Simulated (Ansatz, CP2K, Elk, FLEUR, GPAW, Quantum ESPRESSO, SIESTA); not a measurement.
RbCrSe₂ (R3m, 4 atoms in the cell) computed with different codes at matched settings

Self-consistent single point.

```xyz
4
Lattice="1.9273 1.1127 7.7443 -1.9273 1.1127 7.7443 0.0000 -2.2255 7.7443" Properties=species:S:1:pos:R:3 pbc="T T T"
Rb     0.0000     0.0000     3.8548
Cr     0.0000     0.0000    23.1806
Se     0.0000     0.0000     9.0281
Se     0.0000     0.0000    14.1127
```
Moments meant for the start (each program seeds them in its own way; μB, in the order of the atoms Rb Cr Se Se): 0.0 3.0 0.0 0.0.

All programs got the same cell, k-point mesh and kind of occupations, and the same starting moments (in Ansatz's words: kpoints.mp_grid.grid = 4 4 4; magnetization.spin_polarized = true; scf.occupations.method = fermi_dirac; scf.occupations.width = 0.01 eV); potentials, basis and cutoffs are each program's usual ones.

| code | model | pressure (GPa) | largest force (eV/Å) | gap on the mesh (eV) | size of the net moment (μB/atom) | k-points | cutoff |
|---|---|---|---|---|---|---|---|
| SIESTA | GGA PBEsol, numerical atomic orbitals DZP, PseudoDojo PBEsol standard norm-conserving potentials (rewritten from UPF to PSML) | -1.37 | 0.121 | 0.794 | 0.75 | 44 | grid 350 Ry |
| Elk | PBEsol, all-electron FP-LAPW, Elk's shipped species files, APW+lo basis with extra local orbitals | – | – | 0.961 | 0.75 | 20 | rgkmax 8 |
| Quantum ESPRESSO | PBEsol, PseudoDojo standard norm-conserving (PBESOL) pseudopotentials | -2.26 | 0.287 | 0.958 | 0.75 | 13 | 95 Ry |
| GPAW | PBEsol, GPAW PAW datasets PBEsol (made by gpaw-setup) | -2.23 | 0.283 | 0.919 | 0.75 | 13 | 850 eV |
| FLEUR | PBEsol, all-electron FLAPW (FLEUR), scalar-relativistic valence | – | 0.225 | 0.989 | 0.75 | 13 | Kmax 3.8 1/bohr |
| Ansatz | PBEsol, PAW files made with PBE | -2.39 | 0.304 | 0.990 | 0.75 | 13 | default |
| CP2K | PBEsol, GPW, DZVP-MOLOPT-SR-GTH basis, GTH-PBE potentials (GTH_POTENTIALS) | -1.32 | 0.210 | 0.938 | 0.75 | 36 | grid 600 Ry |

Size of the force on each atom (eV/Å): Sizes of forces hide their directions.

```json
[
 {"code": "SIESTA", "Rb1": "0.017", "Cr2": "0.009", "Se3": "0.121", "Se4": "0.113"},
 {"code": "Quantum ESPRESSO", "Rb1": "0.019", "Cr2": "0.005", "Se3": "0.287", "Se4": "0.273"},
 {"code": "GPAW", "Rb1": "0.020", "Cr2": "0.006", "Se3": "0.283", "Se4": "0.270"},
 {"code": "FLEUR", "Rb1": "0.019", "Cr2": "0.004", "Se3": "0.225", "Se4": "0.211"},
 {"code": "Ansatz", "Rb1": "0.020", "Cr2": "0.007", "Se3": "0.304", "Se4": "0.291"},
 {"code": "CP2K", "Rb1": "0.013", "Cr2": "0.009", "Se3": "0.210", "Se4": "0.193"}
]
```

A dash marks a value that a program does not give, or that is left out as unsure.

Gaps are read on the mesh.

The spread over the programs that give each value: pressure within 1.07 GPa; largest force within 0.183 eV/Å; gap on the mesh within 0.196 eV; size of the net moment within 0.00 μB/atom.

The starting cell comes from a database of computed structures (which also holds hypothetical and non-ambient phases and stackings), without a prior relaxation at this level. On Ansatz's run: With one magnetic atom in the cell only a parallel order is possible.

### Question
Why do the programs differ, and what cannot be compared?

### Answer
Differences of this kind can come from the potentials, where these differ, and from what each basis and cutoff leave unconverged. The valence holds different numbers of electrons (SIESTA 55, Quantum ESPRESSO 55, GPAW 27, FLEUR 55, Ansatz (a first-principles code) 55, CP2K 35). The zero of total energies and Fermi levels follows the potentials and each program's conventions, so they are not compared here. SIESTA and CP2K use small atom-centred bases, whose incompleteness enters pressures, forces and empty levels differently from a plane-wave cutoff. Elk and FLEUR treat all electrons, but the usual bases taken here (sphere radii, linearisation, local orbitals, empty states) were not tested for convergence, so the values are no reference for the others. Ansatz's pressure is given at a fixed set of plane waves, as the other plane-wave codes print theirs. Site moments depend on each program's spheres or projections; the total moment of the cell does not. The programs reduce the same mesh by symmetry to different extents, which changes the work and not the result. In the gap, SIESTA (by 0.164) lies more than 0.12 eV from the median of the plane-wave programs. In the force vectors, SIESTA (by 0.166) lies more than 0.08 eV/Å from the median of the plane-wave programs.

Left out of this page: ABINIT (failed or unconverged).

Keys are those of Ansatz 0.2.
